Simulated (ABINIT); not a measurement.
ABINIT is run on K₂TlCuBr₆ (Fm-3m, 10 atoms in the cell), and the run fails. The aim is a self-consistent single point with DFT, PBEsol, plane waves, PAW (JTH v2.0 PBE PAW, files made for PBE).

Cell that was meant: a = 7.7222 Å, b = 7.7222 Å, c = 7.7222 Å, α = 60.00°, β = 60.00°, γ = 60.00°.

Part of the input:

```
# K2TlCuBr6, JTH v2.0 PBE PAW
pp_dirpath "./"
pseudos "K.GGA_PBE-JTH.xml, Tl.GGA_PBE-JTH.xml, Cu.GGA_PBE-JTH.xml, Br_pbe.GGA_PBE-JTH.xml"
acell 14.5927763060 14.5927763060 14.5927763060
rprim
         0.0000000000    0.7071067812    0.7071067812
```

The program printed (abridged):

```
            HAVE_FC_SYSTEM                HAVE_FFTW3          HAVE_FORTRAN2003

                 HAVE_HDF5             HAVE_HDF5_MPI        HAVE_LIBPAW_ABINIT

      HAVE_LIBTETRA_ABINIT                HAVE_LIBXC                  HAVE_MPI

                 HAVE_MPI2         HAVE_MPI2_INPLACE       HAVE_MPI_IALLGATHER

       HAVE_MPI_IALLREDUCE        HAVE_MPI_IALLTOALL       HAVE_MPI_IALLTOALLV

           HAVE_MPI_IBCAST         HAVE_MPI_IGATHERV        HAVE_MPI_INTEGER16

               HAVE_MPI_IO HAVE_MPI_TYPE_CREATE_S...               HAVE_NETCDF

       HAVE_NETCDF_FORTRAN   HAVE_NETCDF_FORTRAN_MPI           HAVE_NETCDF_MPI

             HAVE_OS_LINUX         HAVE_TIMER_ABINIT
 ++++++++++++++++++++++++++++++++++++++++++++++++++++++++++++++++++++++++++++++

 Netcdf library supports MPI-IO
-instrng: 39 lines of input have been read from file run.abi

 For atom type 1, psp file is ./K.GGA_PBE-JTH.xml
 For atom type 2, psp file is ./Tl.GGA_PBE-JTH.xml
 For atom type 3, psp file is ./Cu.GGA_PBE-JTH.xml
 For atom type 4, psp file is ./Br_pbe.GGA_PBE-JTH.xml

--- !ERROR
src_file: m_pspheads.F90
src_line: 133
mpi_rank: 0
message: |
    Fortran open returned iostat: 2 while opening file: ./Br_pbe.GGA_PBE-JTH.xml
    Runtime error message: Cannot open file './Br_pbe.GGA_PBE-JTH.xml': No such file or directory
...

 abinit_abort: decision taken to exit. Check above messages for more info
Abort(13) on node 0 (rank 0 in comm 0): application called MPI_Abort(MPI_COMM_WORLD, 13) - process 0

--- !ERROR
src_file: m_pspheads.F90
src_line: 133
mpi_rank: 0
message: |
    Fortran open returned iostat: 2 while opening file: ./Br_pbe.GGA_PBE-JTH.xml
    Runtime error message: Cannot open file './Br_pbe.GGA_PBE-JTH.xml': No such file or directory
...
```

Question: Read the log: what does the program object to, and what is the fix?

Answer: The fault is a potential or basis that cannot be found. The input names a file or set that is not where the program looks, or that does not exist under that name. To fix it, correct the name or place the file. The program stopped before any SCF iteration.

The sound input it was made from differs as follows (other fixes are possible):
```diff
-pseudos "K.GGA_PBE-JTH.xml, Tl.GGA_PBE-JTH.xml, Cu.GGA_PBE-JTH.xml, Br_pbe.GGA_PBE-JTH.xml"
+pseudos "K.GGA_PBE-JTH.xml, Tl.GGA_PBE-JTH.xml, Cu.GGA_PBE-JTH.xml, Br.GGA_PBE-JTH.xml"
```

With that input, the run converged in 26 iterations: free energy E − TS -10557.69 eV; Fermi level (on the code's own zero) -0.20 eV; pressure -1.61 GPa; largest force (vector length) 0.232 eV/Å (DFT, PBEsol, plane waves, PAW (JTH v2.0 PBE PAW, files made for PBE)).

On the sound input: the starting cell comes from a database of computed structures (which also holds hypothetical and non-ambient phases and stackings), without a prior relaxation at this level. Spin polarisation is off, so a magnetic state, if there is one, cannot be reached. The potentials were made for another functional than the one used. The run gives no clean gap (levels at the Fermi energy touch, overlap or are partly filled at this smearing), which alone does not show that the compound is a metal.
